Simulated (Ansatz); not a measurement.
Results of r²SCAN+SOC (Ansatz, a program for electronic structure, PAW) for Sr3Sn2O7 (Cmcm, No. 63, 24 atoms in the cell; start mp-17743).

Numerical settings: plane-wave cutoff 560 eV, 6×6×6 k mesh, Fermi–Dirac smearing 0.01 eV, PAW data made under PBE.

Cell (relaxed with PBEsol):

```cif
data_O28Sn8Sr12
_chemical_formula_sum 'Sr12 Sn8 O28'
_space_group_name_H-M_alt 'Cmcm'
_space_group_IT_number 63
_space_group_name_Hall '-C 2c 2'
_cell_length_a 20.40900
_cell_length_b 5.80969
_cell_length_c 5.71403
_cell_angle_alpha 90.000
_cell_angle_beta 90.000
_cell_angle_gamma 90.000
loop_
_atom_site_label
_atom_site_type_symbol
_atom_site_symmetry_multiplicity
_atom_site_Wyckoff_symbol
_atom_site_fract_x
_atom_site_fract_y
_atom_site_fract_z
_atom_site_occupancy
Sr1 Sr 4 c 0.00000 0.24390 0.75000 1
Sr2 Sr 8 g 0.31293 0.26276 0.25000 1
Sn1 Sn 8 g 0.09886 0.25148 0.25000 1
O1 O 8 e 0.08247 0.00000 0.00000 1
O2 O 8 e 0.38686 0.00000 0.00000 1
O3 O 8 g 0.19764 0.18923 0.25000 1
O4 O 4 c 0.00000 0.32598 0.25000 1
```
(The calculation used a cell of 24 atoms; values per cell refer to that cell.)

### Question
Predict the band gap and smallest direct gap on the k points sampled.

### Answer

band gap: 3.17 eV (indirect)
smallest direct gap on the k points sampled: 3.30 eV

Note: cell and atoms aren't relaxed at this level (largest force component 0.21 eV/Å, pressure 0.6 GPa).

The computed numbers hold no vibrational or temperature effects.

A start named mp-… is a Materials Project structure, which need not be a measured phase.
